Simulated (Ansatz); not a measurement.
# Response to strain in ZnCu

Start from ZnCu in the CsCl type structure (space group Pm-3m, No. 221; a = 2.908 Å; relaxed with 0.1 eV smearing).

Strains are applied to the cell and any free atomic positions relax.

All numbers come from PBEsol (Ansatz, a first-principles code, PAW, scalar-relativistic without spin-orbit coupling).

Notes on the quantities. energy relative to the base: free energy F.

```csv
change,energy relative to the base,shortest interatomic distance,pressure
base,0 meV/atom,2.519 Å,0.0 GPa
isotropic strain −2.50 %,+33 meV/atom,2.456 Å,12.5 GPa
isotropic strain −2.00 %,+20 meV/atom,2.468 Å,9.6 GPa
isotropic strain −1.50 %,+11 meV/atom,2.481 Å,6.9 GPa
isotropic strain −1.00 %,+4.9 meV/atom,2.494 Å,4.4 GPa
isotropic strain −0.50 %,+1.2 meV/atom,2.506 Å,2.1 GPa
isotropic strain +1.00 %,+4.5 meV/atom,2.544 Å,-3.8 GPa
isotropic strain +1.50 %,[?],2.557 Å,[?]
isotropic strain +2.00 %,+17 meV/atom,2.569 Å,-7.0 GPa
isotropic strain +2.50 %,+27 meV/atom,2.582 Å,-8.4 GPa
```

Q: Complete the table.

A: 
- isotropic strain +1.50 %, energy relative to the base: +10 meV/atom
- isotropic strain +1.50 %, pressure: -5.5 GPa

Whether these cells are dynamically stable was not tested. The final runs are not spin-polarised.
